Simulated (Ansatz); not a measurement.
**WC (space group Pm-3m, No. 221; a hypothetical phase, not in the database extracts checked)**

WC has the cubic space group Pm-3m (No. 221), Pearson symbol cP6. Cell: a = b = c = 4.185 Å, α = β = γ = 90.00°. W on 3c is surrounded by 4 C at 2.092 Å and 8 W at 2.959 Å. C on 3d is surrounded by 4 W at 2.092 Å (square planar). (Neighbours: up to the widest gap in distance over summed covalent radii, below 1.35, at either atom; cation-cation and far metal-metal contacts left out.)

All numbers come from PBEsol in Ansatz (plane waves to 420 eV, PAW, without spin-orbit coupling). Settings: 11×11×11 k-points, 0.05 eV Fermi–Dirac smearing.

- Volume per atom: 12.22 Å³
- Density: 13.31 g/cm³
- Band gap: zero
- Total energy: -5250.968 eV/atom (σ→0; compares only within this code and set-up)

No phonon test of stability was made. The final runs are not spin-polarised.

Ansatz is an electronic-structure program.
